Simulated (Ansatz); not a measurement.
Relaxed 32-atom cells of Pb(Se,Te) in the rock salt type, of low symmetry and near-random order, with the end members in the same type and cell. Here −b is the interaction parameter Ω of a regular solution. Left out are ordered and sheared cells and those that changed their type; one cell stands for each fraction.

The numbers are results of PBE (plane waves to 420 eV, PAW; Ansatz, a program for electronic structure), not measurements. Scalar-relativistic, without spin–orbit coupling; with elements this heavy it can move edges by tenths of an eV.

```tsv
cell	fraction of Te	mixing enthalpy (meV a mixed site)
PbSe	0	0
Pb8Se5Te3	0.3750	33
Pb2SeTe	0.5000	withheld
Pb8Se3Te5	0.6250	32
PbTe	1	0
```

Task: Fit y = y0 + (y1 − y0) x − b x (1 − x), with y0 and y1 the end rows to the rows shown by least squares, with x the second column and y the third, and predict the withheld row.

Result: The fit gives b = -139, with a root-mean-square miss of 0.4 on the rows shown. At x = 0.5000 it predicts 35; the run gives 32, a miss of +3.
